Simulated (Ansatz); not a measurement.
Cs2AgBiBr6 (model structure, started from the double perovskite type, Fm-3m, No. 225, 10 atoms in the cell) was calculated with PBEsol in Ansatz (plane waves, PAW).

Run with plane-wave cutoff 500 eV, 6×6×6 k mesh, Fermi–Dirac smearing 0.05 eV, no spin polarisation, scalar-relativistic PAW data made under PBE.

Cell (relaxed at this level):

```cif
data_Ag4Bi4Br24Cs8
_chemical_formula_sum 'Cs8 Ag4 Bi4 Br24'
_space_group_name_H-M_alt 'Fm-3m'
_space_group_IT_number 225
_space_group_name_Hall '-F 4 2 3'
_cell_length_a 11.18647
_cell_length_b 11.18647
_cell_length_c 11.18647
_cell_angle_alpha 90.000
_cell_angle_beta 90.000
_cell_angle_gamma 90.000
loop_
_atom_site_label
_atom_site_type_symbol
_atom_site_symmetry_multiplicity
_atom_site_Wyckoff_symbol
_atom_site_fract_x
_atom_site_fract_y
_atom_site_fract_z
_atom_site_occupancy
Cs1 Cs 8 c 0.25000 0.25000 0.25000 1
Ag1 Ag 4 b 0.50000 0.50000 0.50000 1
Bi1 Bi 4 a 0.00000 0.00000 0.00000 1
Br1 Br 24 e 0.00000 0.00000 0.25395 1
```
(The calculation used a cell of 10 atoms; values per cell refer to that cell.)

**Question.** What does this level give for the band gap?

**Answer.** 
- band gap: 1.10 eV (on the SCF k mesh)

Spin–orbit coupling is not included; with these elements it can move the gap by several tenths of an eV or more.

Static lattice: no zero-point or thermal effects.

The result took roughly 2.2 core-minutes.

A model structure was made by putting elements into a prototype or built by hand; here it ended with the formula and space group of a phase in our tables.

Ansatz is a quantum-chemistry and plane-wave program.
